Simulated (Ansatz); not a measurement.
**As_Si+Sb_Si in silicon**

Level of theory: PBE, PAW (plane waves to 420 eV; Ansatz, a first-principles code). The supercell holds 216 host sites (3×3×3 repeats of a cell of 8 atoms), with a 2×2×2 shifted k-point sampling for the final energies. Sites at the start: the Si site; Si 2.37 Å away. Charged cells carry a point-charge image correction with potential alignment at far atoms. Dielectric constants: PBE linear response of the host. Host gap at this level: 0.61 eV. These values are not converged in cell size to better than tenths of an eV. PBE underestimates the host's gap, which shifts levels and can delocalise carriers. Spin–orbit coupling is left out, which matters for these heavy elements. Each state is the lowest found from its start.

The name describes the start; the neighbours show where the atoms ended.

Charges with a result: +2, +1, 0. Others weren't obtained, and one of them could lie lower, also by skipping a charge.

| charge | moment (μB) | point group | largest move off a lattice site (Å) | neighbours of the last Sb atom of the defect at the end (Å) | image correction with alignment (eV) | above the lowest spin state (eV) |
|---|---|---|---|---|---|---|
| +2 | not spin-polarised | C3v | 0.24 | Si 2.58, Si 2.58, Si 2.58, As 2.65 | 0.51 | 0.00 |
| +1† | fractional | – | 0.24 | Si 2.56, Si 2.56, Si 2.56, As 2.72 | 0.17 | 0.00 |
| 0† | 0.0 | – | 0.24 | Si 2.55, Si 2.55, Si 2.55, As 2.77 | 0.00 | 0.00 |
| 0† | not spin-polarised | – | 0.24 | Si 2.55, Si 2.55, Si 2.55, As 2.77 | 0.00 | 0.00 |

† Not settled in this cell, so no level is given: charge +1: fractional moment, a level filled in part; charge 0: level within 0.1 eV of a band edge or past it.

Point groups are those of the whole cell at tolerances of 0.03 and 0.1 Å ("near" where only the looser one holds); none is given for unsettled states.

Starting moments that weren't kept: charge +1 began with 1 μB and ended with 0.4; charge 0 began with 2 μB and ended with 0.0.

All states together cost around 8 core-hours (rough).
